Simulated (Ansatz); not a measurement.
**CoSi2: thickness series**

The reference is CoSi2 (space group Fm-3m, No. 225; non-magnetic).

```
CELL_PARAMETERS angstrom
      0.00000     2.65735     2.65735
      2.65735     0.00000     2.65735
      2.65735     2.65735     0.00000
ATOMIC_POSITIONS crystal
  Co 0.00000 0.00000 0.00000
  Si 0.25000 0.25000 0.25000
  Si 0.75000 0.75000 0.75000
```

Cartesian axes are those of the cell as printed.

Free-standing slabs (3 atom(s) a layer) normal to [111] with 15 Å of vacuum; in-plane cell held at bulk.

Calculations: r2SCAN/PAW in Ansatz (a first-principles code), spin-orbit coupling left out, earlier PAW set.

Notes on the quantities. excess energy per area of both faces: slab less bulk energy over the cell's area: twice a surface energy; uncertain by up to 0.2 J/m².

| case | excess energy per area of both faces | shortest interatomic distance | thickness between the outermost nuclei | change of the spacing d12 from its bulk value of 0.767 Å | change of the spacing d23 from its bulk value of 0.767 Å |
|---|---|---|---|---|---|
| base | – | 2.301 Å | – | – | – |
| 1 layer | – | 2.246 Å | 1.16 Å | -24.5 % | – |
| 2 layers | (withheld) | 2.267 Å | 4.39 Å | -14.3 % | (withheld) |
| 3 layers | 3.5 J/m² | 2.269 Å | 7.54 Å | -13.5 % | +5.0 % |
| 4 layers | 3.4 J/m² | 2.266 Å | 10.46 Å | -14.6 % | -1.5 % |
| 5 layers | 3.3 J/m² | 2.266 Å | 13.58 Å | -14.9 % | +1.1 % |
| 6 layers | 3.4 J/m² | 2.267 Å | 16.67 Å | -14.2 % | +1.0 % |

Some entries are withheld; estimate them.


- 2 layers, excess energy per area of both faces: 3.2 J/m²
- 2 layers, change of the spacing d23 from its bulk value of 0.767 Å: +1.8 %

Slab and bulk use different k-meshes, which limits the precision of the excess energy. No phonon test of stability was made. Starting moments died away, wholly or in part, for the base; another magnetic solution may exist. The final runs are not spin-polarised. An odd electron count without spin: CoSi2.
